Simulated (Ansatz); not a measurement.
The reference is MgTe in the wurtzite structure (space group P6_3mc, No. 186; a = 4.561 Å, c = 7.412 Å). Axes: x lies along a and z along c of the hexagonal cell.

The values are results of DFT with PBEsol, PAW potentials and a 420 eV plane-wave cutoff in Ansatz (a program for electronic structure), scalar-relativistic without spin-orbit coupling, not measurements.

Strains are applied to the cell and any free atomic positions relax; under biaxial strain the out-of-plane vector relaxes too.

One change was made to it. Results:

| quantity | base | after |
|---|---|---|
| pressure (mean of the normal stresses, compression positive) | -0.01 GPa | -0.68 GPa |
| volume per atom | 33.39 Å³ | 34.01 Å³ |
| band gap | 2.39 eV | 2.18 eV |
| valence-band top at Γ (three highest levels, from the VBM) | 0.00, -0.02, -0.02 eV | 0.00, -0.21, -0.21 eV |

What was done to the base?
A) biaxial strain +3.00 %, plane normal [001], relaxed out of plane
B) biaxial strain +1.80 %, plane normal [001], relaxed out of plane
C) biaxial strain +0.60 %, plane normal [001], relaxed out of plane
D) biaxial strain +1.20 %, plane normal [001], relaxed out of plane

B, biaxial strain +1.80 %, plane normal [001], relaxed out of plane. For comparison, the band gap in the other runs: biaxial strain +3.00 %, plane normal [001], relaxed out of plane gives 2.04 eV; biaxial strain +0.60 %, plane normal [001], relaxed out of plane gives 2.32 eV; biaxial strain +1.20 %, plane normal [001], relaxed out of plane gives 2.25 eV.

With Te present, leaving out spin-orbit coupling can change the band edges. No phonon test of stability was made.
